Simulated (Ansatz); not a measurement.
**BaTiO3 with two functionals, biaxial strain −0.74 %, plane normal [001], relaxed out of plane**

The reference is BaTiO$_{3}$ (space group P4mm, No. 99; a = 3.985 Å, c = 4.204 Å). Axes: x, y, z lie along a, b, c of the conventional cell.

(Cell as relaxed with PBE.)

Levels (all Ansatz, a first-principles code, PAW, earlier PAW set): PBE (420 eV, without spin-orbit coupling); r2SCAN (500 eV, without spin-orbit coupling).

Each level relaxes its own structure.

```tsv
base	PBE	r2SCAN
volume per atom	13.35 Å³	12.98 Å³
lattice parameter a	3.985 Å	3.973 Å
band gap	1.85 eV	2.23 eV
```

One thing is altered: compressive biaxial strain of 0.74 % in the plane normal to [001], as in epitaxy on a mismatched substrate; the out-of-plane cell vector and the atoms relax.

```csv
quantity,PBE,r2SCAN
shortest interatomic distance,1.807 Å,[?]
mean in-plane stress (compression positive),+1.6 GPa,[?]
out-of-plane strain,+1.45 %,[?]
```

Q: Given the PBE results, estimate those of r2SCAN.

A: 
- shortest interatomic distance, r2SCAN: 1.817 Å
- mean in-plane stress (compression positive), r2SCAN: +2.1 GPa
- out-of-plane strain, r2SCAN: +1.14 %

PBE's shortest interatomic distance lies 0.010 Å below r2SCAN's (0.6 %); PBE's in-plane stress lies 0.5 GPa below r2SCAN's; PBE's out-of-plane strain lies 0.304 % above r2SCAN's. Neither level is exact; r2SCAN is the comparison here, not a measurement.

No phonon test of stability was made. The final runs are not spin-polarised.
